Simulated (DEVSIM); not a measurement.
Structure: abrupt Si n-p junction, at 300 K.

Layer 1 from the left is Si, thickness (μm) 0.760, Nd (cm⁻³) 1.2e17, τn (s) 0.001, τp (s) 0.001. Layer 2 from the left is Si, thickness (μm) 42.0, Na (cm⁻³) 7.9e14, τn (s) 0.001, τp (s) 0.001.

Left contact: ohmic. Right contact: ohmic. Voltage is applied to the left contact. Recombination: SRH at mid-gap, radiative, Auger. Mobility is μmin + (μ − μmin)/(1 + (N/Nref)^α).

Constants are typed, rounded textbook-type inputs, not results; the design itself was drawn at random and stands for no fabricated device. Values at 300 K.

Si: gap (eV) 1.124, affinity (eV) 4.05, permittivity 11.7, Nc (cm⁻³) 2.86e19, Nv (cm⁻³) 3.1e19, μn (cm²/Vs) 1417, μp (cm²/Vs) 470, μn,min 52, μp,min 45, Nref,n 9.7e16, Nref,p 2.2e17, αn 0.68, αp 0.72, B (cm³/s) 4.7e-15, Cn (cm⁶/s) 2.8e-31, Cp (cm⁶/s) 9.9e-32.

DEVSIM, 1D drift-diffusion, Boltzmann statistics, complete ionisation; no tunnelling, impact ionisation, image-force lowering or self-heating.

What does the simulation give for the dark forward voltage at 1 A/cm², the dark forward voltage at 100 A/cm², the largest field in the device at zero bias, the potential step across the device at zero bias?

dark forward voltage at 1 A/cm² 0.587 V; dark forward voltage at 100 A/cm² 0.931 V; largest field in the device at zero bias 21000 V/cm; potential step across the device at zero bias 0.709 V.
